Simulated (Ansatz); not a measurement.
# Pressure series in Nb

Take Nb in the bcc (W type) structure (space group Im-3m, No. 229; a = 3.310 Å) as the base.

Cell and atoms are relaxed at each pressure.

Levels (all Ansatz, a first-principles code, PAW, earlier PAW set): PBE (420 eV, no spin-orbit coupling); r2SCAN (500 eV, spin-orbit coupling left out).

The base cell above is that of PBE; each level relaxes its own structures.

| case | lattice parameter a, PBE | lattice parameter a, r2SCAN |
|---|---|---|
| pressure −2 GPa | 3.323 Å | 3.316 Å |
| pressure −1 GPa | 3.316 Å | 3.309 Å |
| pressure 3 GPa | 3.291 Å | 3.285 Å |
| pressure 7 GPa | 3.268 Å | 3.262 Å |
| pressure 15 GPa | 3.226 Å | 3.221 Å |
| pressure 30 GPa | 3.163 Å | 3.159 Å |
| pressure 50 GPa | 3.094 Å | 3.091 Å |
| pressure 75 GPa | 3.024 Å | 3.020 Å |
| pressure 100 GPa | 2.966 Å | 2.962 Å |

PBE lies above r2SCAN in every row, by 0.003 Å to 0.007 Å. They put the cases in the same order.

Load acts through the strain it causes; cell and atoms are relaxed under it. Whether these cells are dynamically stable was not tested. No other phases were tried under pressure. The final runs are not spin-polarised.
